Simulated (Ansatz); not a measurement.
Worked calculations on one periodic cell of amorphous Al28O44Ti: Al28O44Ti, 73 atoms, volume 803.0 Å³, made by a melt-quench on the CHGNet potential and relaxed with DFT. O atoms were pushed apart under 1.9 Å during the dynamics, to hinder bonds among them. It is a model cell: composition and starting density were chosen by hand, and all elements were melted together. Cycles of charging were run to anneal it. The numbers are results of PBE, scalar-relativistic without spin-orbit coupling (plane waves to 420 eV, PAW; Ansatz, a program for electronic structure), not measurements. Sampling: a 2×2×2 Γ-centred mesh; Fermi-Dirac width 0.02 eV; no spin polarisation. Its volume was held where the quench left it, its shape was held as a cube, and it stands at a mean pressure of -0.6 GPa with stress components up to 1.7 GPa; the relaxation ran on the zone centre alone. Its density went from a set 3.12 to 3.12 g/cm³. The cell is small and was quenched far faster than a real film, so it is one sample of the glass.

Task: Count formal charges (Al +3, O -2, Ti +4). What does the count lead one to expect at the Fermi level, and what does the calculation give?

Result: 28 × (+3) + 44 × (-2) + 1 × (+4) = 0. The charges balance, so the anion-derived valence states can be full and a gap can open. On this mesh the highest filled and lowest empty level lie 2.42 eV apart; localised defect or tail levels set that (at the zone centre the more localised edge state sits most on one Ti atom with neighbours O 1.82 Å, O 1.91 Å, O 1.94 Å, O 2.10 Å, O 2.20 Å, O 2.25 Å), and the nearest spread-out levels lie 4.0 eV apart.

Four energies for an added electron at PBE on the zone centre alone (charged cells in a uniform background, spin-polarised): neutral at the neutral geometry -42612.453 eV; charged at the neutral geometry -42604.024 eV; charged and relaxed -42604.487 eV; neutral at the charged geometry -42611.747 eV.

Task: Find the two relaxation energies and their sum, the reorganisation energy.

Result: On charging: -42604.024 − (-42604.487) = 0.463 eV. On discharging: -42611.747 − (-42612.453) = 0.706 eV. The sum is 1.169 eV. The carrier's level spreads over 2 of the 73 atoms' worth, so it counts as localised, most on one Ti atom with neighbours O 1.82 Å, O 1.91 Å, O 1.94 Å, O 2.10 Å, O 2.20 Å, O 2.25 Å (neutral geometry). The values are uncorrected: the image energy of a point charge in this cell, 2.84 × 14.40 / (2 × 9.3) = 2.2 eV before screening, is screened by electrons alone at the fixed geometry and by ions too after relaxing, and the carrier can be spread before it relaxes, so each term can be off by up to that value times 1/ε∞, some tenths of an eV. PBE's self-interaction favours spread-out carriers, so a hybrid can localise more.

Four energies for a hole at PBE on the zone centre alone (charged cells in a uniform background, spin-polarised): neutral at the neutral geometry -42612.453 eV; charged at the neutral geometry -42617.651 eV; charged and relaxed -42617.799 eV; neutral at the charged geometry -42612.243 eV.

Task: Find the two relaxation energies and their sum, the reorganisation energy.

Result: On charging: -42617.651 − (-42617.799) = 0.148 eV. On discharging: -42612.243 − (-42612.453) = 0.210 eV. The sum is 0.358 eV. The carrier's level spreads over 8 of the 73 atoms' worth, so it counts as partly localised, most on one O atom with neighbours Al 1.72 Å, Al 1.73 Å (neutral geometry). The values are uncorrected: the image energy of a point charge in this cell, 2.84 × 14.40 / (2 × 9.3) = 2.2 eV before screening, is screened by electrons alone at the fixed geometry and by ions too after relaxing, and the carrier can be spread before it relaxes, so each term can be off by up to that value times 1/ε∞, some tenths of an eV. PBE's self-interaction favours spread-out carriers, so a hybrid can localise more.
